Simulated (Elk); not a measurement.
Band structure of Cu (Fm-3m, 1 atom in the cell).

```yaml
crystal:
  lattice:
    - [0.00000, 1.80660, 1.80660]
    - [1.80660, 0.00000, 1.80660]
    - [1.80660, 1.80660, 0.00000]
  atoms:
    - { symbol: Cu, position: [0.00000, 0.00000, 0.00000] }
```

Method of the run: PBE, all-electron FP-LAPW, Elk's shipped species files, APW+lo basis with extra local orbitals (Elk).

Settings: xctype = 20; rgkmax = 7.5; swidth = 0.00499791 Ha; ngridk = 16 16 16; gmaxvr = 14 1/bohr; nxlo = 2; lorbcnd = true; rmtscf = 0.94; lmaxi = 3; maxscl = 100.

The starting cell comes from a database of computed structures (which also holds hypothetical and non-ambient phases and stackings), without a prior relaxation at this level. Its lattice was rescaled by a random factor within 2.5 % of one. Spin polarisation is off. Values depend on the basis (sphere radii, cutoffs, local orbitals), which need not be converged.

Levels in eV from the Fermi level, bands 5 to 12:
```
point      5      6      7      8      9     10     11     12
-----  -----  -----  -----  -----  -----  -----  -----  -----
Γ      -3.00  -3.00  -3.00  -2.16  -2.16  22.60  25.22  25.22
X      -4.41  -1.60  -1.43  -1.43   1.42   7.11  13.03  13.03
W      -3.52  -3.52  -2.20  -1.43   6.17   6.17   8.30   8.76
K      -4.06  -2.74  -2.03  -1.62   4.29   5.70   7.82  15.11
L      -3.03  -3.03  -1.58  -1.58  -1.08   3.75  21.10  22.05
U      -4.06  -2.74  -2.03  -1.62   4.29   5.70   7.82  15.11
```

Bands cross the Fermi level along this path, so the cell is metallic at this level.
